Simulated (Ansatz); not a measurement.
Corundum Ga2O3 (metastable phase) was calculated with HSE06 in Ansatz (PAW).

Numerical settings: plane-wave cutoff 460 eV, 6×6×6 k mesh, Fermi–Dirac smearing 0.01 eV, scalar-relativistic PAW data made under PBE.

Computed at the level's own relaxed cell.

Question: What does this level give for the lattice constant a, c axis length, band gap and smallest direct gap on the k points sampled?

Answer: 
- lattice constant a = 4.981 Å
- c axis length = 13.443 Å
- band gap = 4.64 eV (on the SCF k mesh) (indirect)
- smallest direct gap on the k points sampled = 4.89 eV

Measured, for comparison: lattice constant a 4.982 Å, lattice parameter c 13.433 Å (temperature not stated, not corrected to a static lattice; as tabulated in Marezio, Remeika, J. Chem. Phys. 46, 1862 (1967) (COD 1538347)). Computed (rounded) less measured: lattice constant a 0.0 %, lattice parameter c +0.1 %.

Spin–orbit coupling is not included.

The computed numbers hold no vibrational or temperature effects.

Ansatz is an electronic-structure program.
